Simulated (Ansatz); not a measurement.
The reference is NiSi2 (space group Fm-3m, No. 225; a = 5.387 Å; non-magnetic). Axes: x, y, z lie along the cube axes.

Computed with DFT with r2SCAN, PAW potentials and a 500 eV plane-wave cutoff in Ansatz (a quantum-chemistry and plane-wave program), without spin-orbit coupling.

Base values:

```
Property                         Value
-----------------------------  -------
Shortest interatomic distance  2.333 Å
```

Modification: tensor shear ε_xz = +1.60 % (engineering shear γ = 0.0320), atoms relaxed at fixed cell.

Task: What does the calculation give for the shortest interatomic distance after the change?

Result: The shortest interatomic distance falls by 0.013 Å (2.333 Å → 2.320 Å).

Task: Predict the new largest internal atomic displacement.

Result: The largest internal atomic displacement is 0.020 Å.

Task: Estimate the effect on the energy relative to the base.

Result: The energy goes up by 4.1 meV/atom.

Without a gap, meshes like the base's 15×15×15 leave anisotropic stresses uncertain by several tenths of a GPa, and small strain energies with them. The cells carry an imposed strain or load. Whether these cells are dynamically stable was not tested. Starting moments died away, wholly or in part, for the base; another magnetic solution may exist. All final runs are without spin polarisation.
